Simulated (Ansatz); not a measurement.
## Pressure series in hypothetical P4_2/mnm AlN

Start from AlN (space group P4_2/mnm, No. 136; a = 5.294 Å, c = 3.109 Å; a hypothetical phase, not in the database extracts checked).

Cell and atoms are relaxed at each pressure.

The values are results of Ansatz (a program for electronic structure), PBEsol, PAW, cutoff 420 eV, without spin-orbit coupling, not measurements.

```tsv
pressure (GPa)	volume per atom (Å³/atom)
-1	10.952
0	10.893
0.3	10.876
0.7	10.853
1.5	10.807
3	?
5	10.618
7.5	10.491
10	10.371
```

Fit the third-order Birch–Murnaghan form P(V) = (3B₀/2)[(V₀/V)^(7/3) − (V₀/V)^(5/3)]·[1 + (3/4)(B₀′ − 4)((V₀/V)^(2/3) − 1)] (squares taken in P) to the rows shown and predict the withheld row.

Least squares on the printed values gives V₀ = 10.893 Å³/atom, B₀ = 187 GPa, B₀′ = 3.5; this predicts 10.724 Å³/atom, and the run gives 10.724 Å³/atom, in agreement.

Load acts through the strain it causes; cell and atoms are relaxed under it. Stability against distortions was not tested. Competing high-pressure phases were not computed.
